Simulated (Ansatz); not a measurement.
## CdTe: energy against strain

CdTe (zinc blende, F-43m, 35.252 Å³/atom at rest) under an equal strain ε in the (111) plane with the normal axis free, as in a coherent film. r2SCAN in Ansatz, a plane-wave DFT program (PAW, default set), 500 eV, 9×9×9 Γ-centred mesh, Fermi-Dirac smearing 0.05 eV; ions are relaxed within the symmetry of each cell.

Here s stands for strain and y for E less E0.

```
strain (%)  E less E0 (meV/atom)
----------  --------------------
-2.50                          ?
-1.25                       2.50
-0.83                       1.10
-0.42                       0.28
0.00                        0.00
0.42                        0.29
0.83                        1.09
1.25                        2.45
```

**Question.** Fit y against s with a parabola, and predict the withheld value at s = -2.50.

**Answer.** Least squares gives y = 0.004 - 0.0137·s + 1.5817·s². Residuals (row less fit): 0.007, -0.005, -0.009, -0.004, 0.013, 0.008, -0.008; standard error 0.011 (degrees of freedom: 4). Twice the quadratic coefficient over the volume, 2 × 1.5817 meV × 10⁴ × 0.1602 / 35.252 Å³, is twice the biaxial elastic modulus of this plane = 144 ± 0.6 GPa. At the withheld row, y = 0.004 - 0.0137 × (-2.50) + 1.5817 × (-2.50)² = 9.924 meV/atom. The calculation gives 10.15 meV/atom, 0.226 meV/atom above the prediction (2.2 % of the range of y in the table). The row lies outside the fitted rows, so this is an extrapolation. From the scatter of the fitted rows alone, a prediction at this place has a standard error of 0.041 meV/atom, so the miss is 5.5 times that.

One order more, fitted to all 13 runs of the series, follows each within 0.01, so the miss is the next term of a smooth law. Rows are the converged runs of the series near zero and its far end; series whose fitted rows scatter by over a few per cent of the range, as at a crossing or softening among them, aren't shown in this form. Most that stay on the fit to the last digits aren't either.
